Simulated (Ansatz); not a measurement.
The reference is a 16-atom supercell of AlN in the wurtzite structure (space group P6_3mc, No. 186) at its relaxed geometry.

```yaml
crystal:
  lattice:
    - [6.21340, 0.00000, 0.00000]
    - [-3.10670, 5.38097, 0.00000]
    - [3.10670, 5.38097, 4.97846]
  atoms:
    - { symbol: Al, position: [0.17007, 0.33674, 0.99659] }
    - { symbol: Al, position: [0.17007, 0.83674, 0.99659] }
    - { symbol: Al, position: [0.67007, 0.33674, 0.99659] }
    - { symbol: Al, position: [0.67007, 0.83674, 0.99659] }
    - { symbol: Al, position: [0.83674, 0.67007, 0.49659] }
    - { symbol: Al, position: [0.83674, 0.17007, 0.49659] }
    - { symbol: Al, position: [0.33674, 0.67007, 0.49659] }
    - { symbol: Al, position: [0.33674, 0.17007, 0.49659] }
    - { symbol: N, position: [0.78846, 0.95513, 0.37821] }
    - { symbol: N, position: [0.78846, 0.45513, 0.37821] }
    - { symbol: N, position: [0.28846, 0.95513, 0.37821] }
    - { symbol: N, position: [0.28846, 0.45513, 0.37821] }
    - { symbol: N, position: [0.45513, 0.28846, 0.87821] }
    - { symbol: N, position: [0.45513, 0.78846, 0.87821] }
    - { symbol: N, position: [0.95513, 0.28846, 0.87821] }
    - { symbol: N, position: [0.95513, 0.78846, 0.87821] }
```

The values are results of r2SCAN, PAW, 500 eV (Ansatz, a quantum-chemistry and plane-wave program; spin-orbit coupling left out), not measurements.

One neutral defect a cell, atoms relaxed at fixed cell.

One change was made to it. Results:

The largest displacement of a host atom from its site in the perfect cell amounts to 0.21 Å; the pressure goes from zero to 25.1 GPa.

What was done to the base?
(A) N interstitial (started 1.98 Å from the nearest host atom), symmetric start
(B) N on a Al site (antisite), symmetric start
(C) Al vacancy
(D) Al interstitial (started 1.98 Å from the nearest host atom)

D, Al interstitial (started 1.98 Å from the nearest host atom). For comparison, the pressure in the other runs: N on a Al site (antisite), symmetric start gives 1.2 GPa; Al vacancy gives 5.4 GPa; N interstitial (started 1.98 Å from the nearest host atom), symmetric start gives 11.0 GPa.

The magnetic state is the one reached from the starting moments; the real material's order can differ, and small cells can't hold many antiferromagnetic ones. The cell is small, so the values are those of an ordered compound at a high defect concentration; dilute-limit values will differ. A case with no gap was solved on a k-mesh chosen for an insulator, which is coarse for it. Defects with a symmetric start kept the site's symmetry and may sit on a saddle; the others started slightly shaken. Starting moments died away, wholly or in part, for N on a Al site (antisite); another magnetic solution may exist. Gaps under 0.05 eV, about the width of the smearing, are given as zero.
